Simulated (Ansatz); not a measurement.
# KF: pressure series

Consider KF in the rock salt structure (space group Fm-3m, No. 225; a = 5.307 Å).

Cell and atoms are relaxed at each pressure.

Computed with Kohn–Sham DFT with the PBEsol functional, run in Ansatz (an electronic-structure program) with PAW and 420 eV plane waves, no SOC.

Candidates:
(a) pressure 7.5 GPa
(b) pressure −1 GPa
(c) pressure 0.3 GPa
(d) pressure 3 GPa

For the base:

| Item | Result |
|---|---|
| Band gap | 6.15 eV |

Problem. Order them by band gap, lowest first.

Solution. (b) pressure −1 GPa (5.99 eV), (c) pressure 0.3 GPa (6.20 eV), (d) pressure 3 GPa (6.55 eV), (a) pressure 7.5 GPa (7.01 eV)

Load acts through the strain it causes; cell and atoms are relaxed under it. No phonon test of stability was made. No other phases were tried under pressure.
